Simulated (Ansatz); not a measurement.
Cost and result by functional for the adsorption energy of F on the 1x1 (10-10) surface of wurtzite ZnO (cut with top plane O + Zn), one in a 2x1 cell, started at the site 'hollow O', in Ansatz (plane waves, PAW). Single points on the PBE structure, on one kind of machine; costs are rough ratios of the slab run's core time (references not counted) to the cheapest single point. r2SCAN's cost holds its higher cutoff (500 against 420 eV). Differences are taken against r2SCAN for comparison alone: no measured value is at hand, so the table doesn't rank accuracy. The points keep PBE's geometry, so the relaxation of a polaron and the settling of charge on one site are left out.

Host crystal: wurtzite ZnO, with a band gap (PBE, scalar-relativistic without spin-orbit coupling).

Model: 33-atom slab, 9.4 Å thick at the start under the adsorbate (thin: gaps and levels are the slab's own), 3x4x1 mesh, Fermi-Dirac 0.01 eV, dipole correction, 16 atoms held, the rest relaxed; no symmetry held; spin-polarised, ending with about 0.5 μB a cell, a value that depends on the mesh; orders that need a larger cell were not tried, no spin-orbit, no U, no dispersion correction. The slab shows no gap over 0.04 eV on its mesh. At the end it is bonded to 2 Zn. In PBE it is, or lies within 0.03 eV of, the lowest of the starts that converged. These notes are the PBE run's. RPBE: The program's check for a lower electronic state was not made. r2SCAN: The program's check for a lower electronic state was not made. Adsorption energies are against ½ F2(g). A negative adsorption energy means that the adsorbate is more stable on the surface than in its reference.

```json
[
 {"functional": "RPBE", "relative cost": "1", "adsorption energy (eV)": "-1.48", "less r2SCAN (eV)": "0.17"},
 {"functional": "r2SCAN", "relative cost": "3", "adsorption energy (eV)": "-1.64", "less r2SCAN (eV)": "0.00"},
 {"functional": "PBE (the relaxed run's value)", "relative cost": "–", "adsorption energy (eV)": "-1.54", "less r2SCAN (eV)": "0.11"}
]
```

The values span 0.17 eV, while the single points' costs differ by a factor of roughly 3. Differences are of unrounded values.

Ansatz is an electronic-structure program.
